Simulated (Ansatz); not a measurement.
Start from Mo₆PbS₈ (space group R-3, No. 148; a = 9.0881 Å, c = 11.4429 Å (hexagonal axes)).

Method: PBEsol (Ansatz, an electronic-structure program; PAW; 420 eV plane waves; no spin-orbit coupling).

Base values:

| Property | Result |
|---|---|
| Pressure | 0.0 GPa |

It is then changed as follows: an isotropic linear strain of −3.67 %, atoms relaxed at fixed cell.

**Question.** What happens to the energy relative to the base?

**Answer.** The energy grows by 77 meV/atom.

**Question.** What does the calculation give for the pressure after the change?

**Answer.** The pressure (mean of the normal stresses, compression positive) goes from zero to 14.4 GPa.

**Question.** Estimate the effect on the largest internal atomic displacement.

**Answer.** The largest internal atomic displacement comes out as 0.089 Å.

Stability against distortions was not tested. The final runs are not spin-polarised.
